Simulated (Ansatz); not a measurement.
For NbP (model structure, started from the WC type, P-6m2, No. 187, 2 atoms in the cell), PBE-D3(BJ) in Ansatz (plane waves, PAW) gives:

| Property | Value |
|---|---|
| lattice constant a | 3.281 Å |
| c axis length | 3.322 Å |

**Question.** What does r²SCAN (PAW; Ansatz, a quantum-chemistry and plane-wave program) give for the same quantities?

**Answer.** 
- lattice constant a: 3.335 Å (grows by 1.6 %)
- lattice parameter c: 3.326 Å (increases by 0.1 %)

Changes are worked out from the printed values.

Unless a cell is named, each level is at its own relaxed cell (PBE-D3(BJ) 15.49, r²SCAN 16.02 Å³/atom).

Ansatz's density-functional and Hartree–Fock values are scalar-relativistic unless marked +SOC, with PAW data made under PBE.

A model structure was made by putting elements into a prototype or built by hand; it is no filed structure, need not be a known phase, and can be a saddle point held by its symmetry.
